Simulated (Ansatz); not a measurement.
## Cubic perovskite CsSnI3 (cubic high-temperature phase)

These are Hartree–Fock (plane waves, PAW; Ansatz, a quantum-chemistry and plane-wave program) values and carry that method's errors.

Settings: plane-wave cutoff 460 eV, 4×4×4 k mesh, Fermi–Dirac smearing 0.01 eV, scalar-relativistic PAW data made under PBE.

Cell: measured lattice: a = 6.2190 Å, b = 6.2190 Å, c = 6.2190 Å, α = 90.00°, β = 90.00°, γ = 90.00°.

```yaml
band_gap: 4.79 eV (on the SCF k mesh)
"Γ–Γ gap": 11.08 eV
```

Note: held by symmetry at 0 K, a high-temperature phase can be a saddle point; cell and atoms aren't relaxed at this level (pressure 3.0 GPa).

Spin–orbit coupling is not included; with these elements it can move the gap by several tenths of an eV or more.

The computed numbers hold no vibrational or temperature effects.
